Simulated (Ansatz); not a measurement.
MgS (Fm-3m): electron mass 0.347 mₑ, hole mass 0.949 mₑ, dielectric constants ε∞ = 5.53 and ε₀ = 14.8, effective LO phonon energy 49 meV (band masses from HSE06, rigid bands run with Ansatz, a program for electronic structure, cell and atoms relaxed with PBEsol; dielectric constants and zone-centre modes from PBEsol run with Ansatz on its own relaxed cell).

**Question.** Estimate a shallow donor's binding energy, its radius and the Mott density in the hydrogenic model.

**Answer.** E_d = 13.606 eV × m/ε₀² = 21.6 meV and a = 0.0529 nm × ε₀/m = 2.26 nm; n^(1/3) a = 0.26 gives 1.5e18 cm⁻³. The orbit spans many cells, so the model is sensible.

**Question.** Bracket the exciton binding energy.

**Answer.** The reduced mass is 0.254 mₑ, which gives 15.8 meV with ε₀ and 113 meV with ε∞. The phonon energy lies between the two, so neither limit holds, and the model's value lies between them.

Isotropic masses (harmonic means over directions) and a parabolic band; the masses carry the functional's gap error.
